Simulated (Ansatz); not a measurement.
Start from GaAs in the zinc blende structure (space group F-43m, No. 216; a = 5.6656 Å).

One thing is altered: cell and atoms relaxed at a pressure of 30 GPa.

Levels (all Ansatz, an electronic-structure program, PAW, earlier PAW set): r2SCAN (500 eV, without spin-orbit coupling); HSE06 (420 eV, spin-orbit coupling left out); HSE06+SOC (420 eV, with spin-orbit coupling).

One geometry, relaxed with r2SCAN, under each level:

The valence-band top lists the three highest levels at Γ (Kramers pairs under SOC), from the VBM.

```csv
level,band gap,lowest conduction level above the VBM at special points,valence-band top at Γ
r2SCAN,1.23 eV,X 1.23 eV; U 2.02 eV; K 2.02 eV; Γ 3.02 eV,"0.00, 0.00, 0.00 eV"
HSE06,1.51 eV,X 1.51 eV; U 2.35 eV; K 2.35 eV; Γ 3.47 eV,–
HSE06+SOC,1.38 eV,X 1.38 eV; U 2.22 eV; K 2.22 eV; Γ 3.34 eV,"0.00, 0.00, -0.40 eV"
```

Single points use the geometry relaxed with r2SCAN. Their cutoffs differ, which shifts pressures a little. HSE06 was sampled on its mesh, a few special points and the semilocal edge points, so its gap is an upper bound. Differences between runs with and without spin-orbit coupling are approximate. Load acts through the strain it causes; cell and atoms are relaxed under it. No phonon test of stability was made. Measured, GaAs leaves this structure (for a Cmcm phase) near 15 GPa (room temperature; as listed in arXiv:1906.07825).
